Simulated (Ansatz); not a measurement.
Consider a (001) superlattice of 2 double layers of Si and 4 of Ge (both in the zinc blende type), in-plane lattice that of Si; the cell holds Si4Ge8.

The numbers are results of PBE (plane waves to 420 eV, PAW; Ansatz, an electronic-structure program), not measurements. Scalar-relativistic, without spin–orbit coupling; PBE gaps are too small against experiment. Its k-point mesh 8×8×2, Fermi–Dirac width 0.01 eV.

Problem. Predict its period and gap.

Solution. 
| Property | Value |
|---|---|
| period | 17.35 Å |
| in-plane lattice vector | 3.869 Å |
| strain of bulk Ge held on this lattice, in plane and along the normal | -5.03 %, then +3.50 % |
| PBE gap of the superlattice over the mesh and listed points off it | 0.19 eV |
